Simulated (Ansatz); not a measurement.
# Al (model structure, P-3m1, No. 164, 11 atoms in the cell): properties by level of theory

```tsv
level (code)	lattice parameter a (Å)	c axis length (Å)	cohesive energy (eV/atom)
LDA (Ansatz)	___	___	4.00
PBE (Ansatz)	___	___	3.43
PBEsol (Ansatz)	2.835	___	___
r²SCAN (Ansatz)	2.821	25.445	___
```

Q: Some entries are withheld; supply them.

A: 
- LDA (Ansatz, a first-principles code), lattice parameter a (Å): 2.812
- LDA (Ansatz), c axis length (Å): 25.410
- PBE (Ansatz), lattice parameter a (Å): 2.853
- PBE (Ansatz), c axis length (Å): 25.773
- PBEsol (Ansatz), c axis length (Å): 25.598
- PBEsol (Ansatz), cohesive energy (eV/atom): 3.81
- r²SCAN (Ansatz), cohesive energy (eV/atom): 3.59

Ansatz's density-functional and Hartree–Fock values are scalar-relativistic unless marked +SOC, with PAW data made under PBE.

Free atoms are spin-polarised, in the lowest state found; at levels without +SOC their spin–orbit coupling is left out.

Computed values are for the static lattice.

A model structure was made by putting elements into a prototype or built by hand; it is no filed structure, need not be a known phase, and can be a saddle point held by its symmetry.
